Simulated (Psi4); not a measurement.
Psi4 1.11, WB97X/def2-svp: Ni(Me)2(en) ([CH3][Ni]1([CH3])<-[NH2]CC[NH2]->1), 21 atoms. The geometry is a generated start, not checked to be a minimum at this level.

```json
{
  "task": "energy",
  "method": "wb97x",
  "basis": "def2-svp",
  "memory": "3 GB",
  "maxiter": "100",
  "keys_of_the_molecule_block": "symmetry c1",
  "scf_type": "df (default)",
  "e_convergence": "1e-06 (default)",
  "d_convergence": "1e-06 (default)",
  "dft_radial_points": "75 (default)",
  "dft_spherical_points": "302 (default)",
  "basis_functions": "185",
  "grid_points": "443177"
}
```

```xyz
21

Ni    -0.7460     0.2362    -0.0329
C     -2.4720    -0.5948    -0.0478
H     -2.3491    -1.4572    -0.7231
H     -3.3886    -0.0818    -0.3437
H     -2.6207    -0.9713     0.9784
C     -1.6202     1.9414     0.0003
H     -1.1690     2.4962    -0.8391
H     -1.2763     2.3932     0.9459
H     -2.6991     2.0877    -0.0562
C      1.7855    -1.3092    -0.3190
C      2.1977     0.0011     0.3546
N      1.2274     1.0237    -0.0189
N      0.3863    -1.5649     0.0083
H      2.4564    -2.1235    -0.0034
H      1.8715    -1.1975    -1.4041
H      3.2293     0.2607     0.0725
H      2.1635    -0.1278     1.4409
H      1.3571     1.2844    -0.9967
H      1.3434     1.8659     0.5401
H      0.3050    -1.8294     0.9900
H      0.0179    -2.3332    -0.5461
```

Charge 0 and multiplicity 1 are set for this test and not shown to be the ground state.

With the defaults (diis = true, scf_initial_accelerator = adiis, damping_percentage = 0, guess = auto, which took SAD, diis_max_vecs = 10, soscf = false, soscf_start_convergence = 0.01, level_shift = 0, level_shift_cutoff = 0.01) it converges in 12 SCF iterations. One run each on 2 threads, with these changes:
- damping_percentage = 20
- guess = modhuckel
- diis = false, scf_initial_accelerator = none, damping_percentage = 60
- scf_initial_accelerator = ediis
- soscf = true, soscf_start_convergence = 0.1
- level_shift = 0.1, level_shift_cutoff = 0.001
- level_shift = 0.5, level_shift_cutoff = 0.001
- diis_max_vecs = 20
- soscf = true

Q: Which of these changes keep the SCF from converging, or lead it to another solution?

A: No convergence: diis = false, scf_initial_accelerator = none, damping_percentage = 60 (the run ends without SCF convergence in 100 iterations). The rest reach the solution of the defaults.

| setting | SCF iterations | JK calls | end |
|---|---|---|---|
| soscf = true, soscf_start_convergence = 0.1 | 8 | 29 | same solution |
| soscf = true | 9 | 30 | same solution |
| the defaults | 12 | 13 | same solution |
| guess = modhuckel | 12 | 35 | same solution |
| diis_max_vecs = 20 | 12 | 13 | same solution |
| scf_initial_accelerator = ediis | 12 | 13 | same solution |
| level_shift = 0.1, level_shift_cutoff = 0.001 | 13 | 14 | same solution |
| level_shift = 0.5, level_shift_cutoff = 0.001 | 16 | 17 | same solution |
| damping_percentage = 20 | 26 | 27 | same solution |
| diis = false, scf_initial_accelerator = none, damping_percentage = 60 | 100 | 101 | no convergence |

An SOSCF iteration holds several JK calls; a Hückel guess adds calls on atoms. 1 further run of the study ended by our limits or in an error and is left out.
